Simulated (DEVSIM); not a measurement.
Structure: abrupt Si p-n junction, at 300 K.

Layer 1 from the left is Si, thickness (μm) 11.0, Na (cm⁻³) 8.8e16, τn (s) 9.4e-7, τp (s) 9.4e-7. Layer 2 from the left is Si, thickness (μm) 19.0, Nd (cm⁻³) 2.3e16, τn (s) 9.4e-7, τp (s) 9.4e-7.

Left contact: ohmic. Right contact: ohmic. Voltage is applied to the left contact. Recombination: SRH at mid-gap. Mobility is constant in doping.

This is a model device: material constants are rounded textbook-type values typed into the input, and sizes, dopings and lifetimes were drawn at random. Values at 300 K.

Si: gap (eV) 1.124, affinity (eV) 4.05, permittivity 11.7, Nc (cm⁻³) 2.86e19, Nv (cm⁻³) 3.1e19, μn (cm²/Vs) 1417, μp (cm²/Vs) 470.

DEVSIM, 1D drift-diffusion, Boltzmann statistics, complete ionisation; no tunnelling, impact ionisation, image-force lowering or self-heating.

**Question.** What does the simulation give for the dark forward voltage at 1 A/cm², the dark forward voltage at 100 A/cm², the largest field in the device at zero bias, the potential step across the device at zero bias?

**Answer.** dark forward voltage at 1 A/cm² 0.649 V; dark forward voltage at 100 A/cm² 0.792 V; largest field in the device at zero bias 64000 V/cm; potential step across the device at zero bias 0.788 V.
